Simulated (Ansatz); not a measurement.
Start from MgI$_{2}$ in the CdI2 type structure (space group P-3m1, No. 164; a = 4.0597 Å, c = 6.5802 Å; layered, stacked along the Cartesian z axis).

Computed with DFT with PBEsol-D3(BJ), PAW potentials and a 420 eV plane-wave cutoff in Ansatz (a first-principles code), no spin-orbit coupling.

Base values:

| Property | Result |
|---|---|
| Pressure | 0.00 GPa |
| Hole mass | 0.19 mₑ along c, 2.5 mₑ across (at Γ) |

Now apply this change: every lattice vector is stretched by 1.00 %, atoms relaxed at fixed cell.

**Question.** Estimate the effect on the energy relative to the base.

**Answer.** The energy grows by 2.0 meV/atom.

**Question.** What happens to the pressure?

**Answer.** The pressure (mean of the normal stresses, compression positive) goes from zero to -0.65 GPa.

**Question.** Predict the new largest internal atomic displacement.

**Answer.** The largest internal atomic displacement is 0.023 Å.

**Question.** What happens to the hole mass?

**Answer.** The hole mass changes from 0.19 mₑ along c, 2.5 mₑ across (at Γ) to 0.20 mₑ along c, 2.5 mₑ across (at Γ).

Spin-orbit coupling, missing from the scalar runs, can matter with I. The levels and masses belong to the bands next to the band gap. The cells carry an imposed strain or load. Effective masses come from finite differences of ±0.01 Å⁻¹. Stability against distortions was not tested.
